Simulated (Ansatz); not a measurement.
We consider BAs (model structure, started from the BN type, Pm-3n, No. 223, 12 atoms in the cell), described by LDA (Ansatz, a quantum-chemistry and plane-wave program, PAW).

Run with plane-wave cutoff 520 eV, 6×6×6 k mesh, Fermi–Dirac smearing 0.01 eV, scalar-relativistic PAW data made under PBE.

Cell (relaxed at this level):

```xyz
12
Lattice="5.8287 0.0000 0.0000 0.0000 5.8287 0.0000 0.0000 0.0000 5.8287" Properties=species:S:1:pos:R:3 pbc="T T T"
B      1.4572     0.0000     2.9143
B      2.9143     1.4572     0.0000
B      2.9143     4.3715     0.0000
B      4.3715     0.0000     2.9143
B      0.0000     2.9143     4.3715
B      0.0000     2.9143     1.4572
As     1.4572     2.9143     0.0000
As     0.0000     1.4572     2.9143
As     0.0000     4.3715     2.9143
As     4.3715     2.9143     0.0000
As     2.9143     0.0000     4.3715
As     2.9143     0.0000     1.4572
```

Task: Estimate the band gap, smallest direct gap on the k points sampled and direct gap at Γ that the calculation returns.

Result: 
- band gap = 0.44 eV (indirect)
- smallest direct gap on the k points sampled = 0.84 eV
- direct gap at Γ = 1.04 eV

Note: the relaxation could raise the start's symmetry but not lower it, so the cell can be a saddle point.

Spin–orbit coupling is not included.

Static lattice: no zero-point or thermal effects.

A model structure was made by putting elements into a prototype or built by hand; it is no filed structure, need not be a known phase, and can be a saddle point held by its symmetry.
